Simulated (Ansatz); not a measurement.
**Response to strain in Ti**

The reference is Ti in the hcp (Mg type) structure (space group P6_3/mmc, No. 194; a = 2.940 Å, c = 4.654 Å; relaxed with 0.1 eV smearing).

Strains are applied to the cell and any free atomic positions relax.

All numbers come from DFT with PBE, PAW potentials and a 420 eV plane-wave cutoff in Ansatz (a quantum-chemistry and plane-wave program), spin-orbit coupling left out.

Candidates:
(a) isotropic strain +3.00 %
(b) isotropic strain +2.00 %
(c) isotropic strain −3.00 %
(d) isotropic strain +0.50 %
(e) isotropic strain +1.00 %

Notes on the quantities. energy relative to the base: free energy F.

Problem. Order them by energy relative to the base, lowest first.

Solution. (d) isotropic strain +0.50 % (+1.3 meV/atom), (e) isotropic strain +1.00 % (+5.3 meV/atom), (b) isotropic strain +2.00 % (+21 meV/atom), (a) isotropic strain +3.00 % (+45 meV/atom), (c) isotropic strain −3.00 % (+53 meV/atom)

Whether these cells are dynamically stable was not tested. All final runs are without spin polarisation.
